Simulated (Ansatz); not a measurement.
**MgF2 in the rutile structure (space group P4_2/mnm, No. 136)**

```cif
data_F4Mg2
_chemical_formula_sum 'Mg2 F4'
_space_group_name_H-M_alt 'P 1'
_space_group_IT_number 1
_cell_length_a 4.69945
_cell_length_b 4.69945
_cell_length_c 3.09382
_cell_angle_alpha 90.000
_cell_angle_beta 90.000
_cell_angle_gamma 90.000
loop_
_space_group_symop_operation_xyz
  'x, y, z'
loop_
_atom_site_label
_atom_site_type_symbol
_atom_site_fract_x
_atom_site_fract_y
_atom_site_fract_z
_atom_site_occupancy
Mg1 Mg 0.50000 0.50000 0.50000 1
Mg2 Mg 0.00000 0.00000 0.00000 1
F1 F 0.69642 0.69642 0.00000 1
F2 F 0.30358 0.30358 0.00000 1
F3 F 0.80358 0.19642 0.50000 1
F4 F 0.19642 0.80358 0.50000 1
```

Calculations: PBE, PAW, 420 eV (Ansatz, an electronic-structure program; without spin-orbit coupling), earlier PAW set. Γ-centred 7×7×11 mesh, Fermi–Dirac width 0.05 eV.

| Quantity | Result |
|---|---|
| Volume per atom | 11.39 Å³ |
| Density | 3.03 g/cm³ |
| Band gap | 6.83 eV, direct at Γ |
| Lowest conduction-band minima above the VBM | Γ 6.83 eV |
| Total energy | -1181.852 eV/atom (σ→0; compares only within this code and set-up) |

Stability against distortions was not tested.
